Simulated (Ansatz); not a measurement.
Consider MoP in the CsCl type structure (space group Pm-3m, No. 221; a = 2.9745 Å; a hypothetical phase, not in the database extracts checked).

Level of theory: PBEsol, PAW, 420 eV (Ansatz, a first-principles code; no spin-orbit coupling).

For the base:

The lattice parameter a is 2.975 Å.

The change: a hydrostatic pressure of 7.5 GPa.

Problem. Predict the new lattice parameter a.

Solution. The lattice parameter a decreases by 0.0272 Å, from 2.975 Å to 2.947 Å.

Load acts through the strain it causes; cell and atoms are relaxed under it. Whether these cells are dynamically stable was not tested. No other phases were tried under pressure. The final runs are not spin-polarised. An odd electron count without spin: MoP.
